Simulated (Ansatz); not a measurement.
Consider Al in the fcc (Cu type) structure (space group Fm-3m, No. 225; a = 3.9839 Å; relaxed with 0.1 eV smearing). Axes: x, y, z lie along the cube axes.

The values are results of Kohn–Sham DFT with the LDA functional, run in Ansatz (a quantum-chemistry and plane-wave program) with PAW and 420 eV plane waves, no SOC, not measurements.

Perturbation: uniaxial strain ε_zz = +2.50 %, all other strain components held at zero; the atoms relax in the strained cell.

**Question.** Estimate the effect on the energy relative to the base.

**Answer.** The energy rises by 3.3 meV/atom.

**Question.** Estimate the effect on the stress.

**Answer.** The stress (xx, yy, zz, yz, xz, xy; compression positive) comes out as (-1.6, -1.6, -2.6, 0.0, 0.0, 0.0) GPa.

Whether these cells are dynamically stable was not tested.
